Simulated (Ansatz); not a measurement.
Consider the following.

```
CELL_PARAMETERS angstrom
      3.68167     0.00000     0.00000
      0.00000     3.68167     0.00000
      0.00000     0.00000     3.68167
ATOMIC_POSITIONS crystal
  Sr 0.00000 0.00000 0.00000
  Ti 0.50000 0.50000 0.50000
  O  0.00000 0.50000 0.50000
  O  0.50000 0.50000 0.00000
  O  0.50000 0.00000 0.50000
```

No spin polarisation.

Level of theory: Kohn–Sham DFT with the r2SCAN functional, run in Ansatz (a first-principles code) with PAW and 500 eV plane waves, spin-orbit coupling left out, earlier PAW set. k-mesh 9×9×9 (Γ-centred); smearing 0.05 eV (Fermi–Dirac).

Problem. Estimate the band gap.

Solution. 2.64 eV.

Problem. What smallest direct gap does the calculation give?

Solution. 2.82 eV.

The cells carry an imposed strain or load. Whether these cells are dynamically stable was not tested. The final runs are not spin-polarised. The cell was made from SrTiO3 in the cubic perovskite structure (space group Pm-3m, No. 221) by this change: isotropic strain −5.78 %. Many cubic perovskites are stable only at high temperature; tilts and polar distortions were not tested.
